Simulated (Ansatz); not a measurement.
Method: PBE (plane waves to 420 eV, PAW; Ansatz, a quantum-chemistry and plane-wave program).

Host crystal: monoclinic HfO2, with a band gap (PBE, scalar-relativistic without spin-orbit coupling).

Electrostatic potential energy of an electron, averaged over planes parallel to the surface, in eV from the highest filled level, for Cu on the 1x1 (100) surface of monoclinic HfO2 (cut with top plane 2 O), one in a 1x1 cell, started at the site 'hollow O-O-O over O at depth 6.8 Å':

| z (Å) | V (eV) |
|---|---|
| 5.34 | 5.36 |
| 5.64 | 5.36 |
| 5.94 | 5.36 |
| 6.23 | 5.36 |
| 6.53 | 5.36 |
| 6.83 | 5.36 |
| 7.13 | 5.35 |
| 7.42 | 5.35 |
| 7.72 | 5.33 |
| 8.02 | 5.28 |
| 8.31 | 5.16 |
| 8.61 | 4.81 |
| 8.91 | 3.78 |
| 9.20 | 0.59 |
| 9.50 | -2.63 |
| 9.80 | -4.87 |
| 10.09 | -6.42 |
| 10.39 | -7.29 |
| 10.69 | -8.12 |
| 10.98 | -9.40 |
| 11.28 | -8.72 |
| 11.58 | -7.57 |
| 11.88 | -7.57 |
| 12.17 | -8.73 |
| 12.47 | -9.60 |
| 12.77 | -8.45 |
| 13.06 | -7.62 |
| 13.36 | -6.55 |
| 13.66 | -5.02 |
| 13.95 | -3.66 |
| 14.25 | -3.65 |
| 14.55 | -3.67 |
| 14.84 | -5.05 |
| 15.14 | -6.56 |
| 15.44 | -7.61 |
| 15.73 | -8.23 |
| 16.03 | -9.05 |
| 16.33 | -8.43 |
| 16.63 | -7.92 |
| 16.92 | -7.87 |
| 17.22 | -8.14 |
| 17.52 | -8.81 |
| 17.81 | -8.11 |
| 18.11 | -7.66 |
| 18.41 | -6.60 |
| 18.70 | -5.63 |
| 19.00 | -4.71 |
| 19.30 | -3.52 |
| 19.59 | -1.24 |
| 19.89 | 0.33 |
| 20.19 | 1.89 |
| 20.48 | 3.59 |
| 20.78 | 4.35 |
| 21.08 | 4.63 |
| 21.38 | 4.75 |
| 21.67 | 4.81 |
| 21.97 | 4.84 |
| 22.27 | 4.85 |
| 22.56 | 4.86 |
| 22.86 | 4.86 |
| 23.16 | 4.86 |
| 23.45 | 4.86 |
| 23.75 | 4.86 |
| 24.05 | 4.86 |

Set-up: 25 atoms, 9.3 Å thick at the start under the adsorbate (thin: gaps and levels are the slab's own); mesh 4x4x1; 0.01 eV smearing; dipole correction on; 12 atoms held, the rest relaxed; no symmetry held; spin-polarised, ending with about 1.0 μB a cell; orders that need a larger cell were not tried, no spin-orbit, no U, no dispersion correction. At the end it is bonded to 4 Hf + O. In PBE it is, or lies within 0.03 eV of, the lowest of the starts that converged.

Problem. The surface cell has an area of 27.90 Å². What dipole along the normal does the step between the two vacuum levels imply?

Solution. the top vacuum level lies 0.50 eV below the bottom one; p = −ε₀ A ΔV (ε₀ = 0.005526 e/(V·Å)) gives 0.08 e·Å a cell.
